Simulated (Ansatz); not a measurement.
**A constructed model of the (0001) surface of hcp Ti, a layer of Pt in place of the third plane (bottom of the slab: a bare face, its two planes held)**

Method: PBE (plane waves to 420 eV, PAW; Ansatz, a first-principles code).

Model: 6-atom slab, 11.3 Å thick at the start, 15x15x1 mesh, Fermi-Dirac 0.1 eV, dipole correction, 2 atoms held, the rest relaxed; start symmetry kept, larger cells not searched; no spin, no spin-orbit, no U. In PBE it is, or lies within 0.01 eV a 1x1 cell of, the lowest of the 2 structures of its composition computed so far; larger cells were not tried.

| Property | Result |
|---|---|
| work function of the top face | 4.42 eV |
| energy released by relaxation | 0.075 eV |
| cost | about 2.8 core-minutes (a rough figure) |
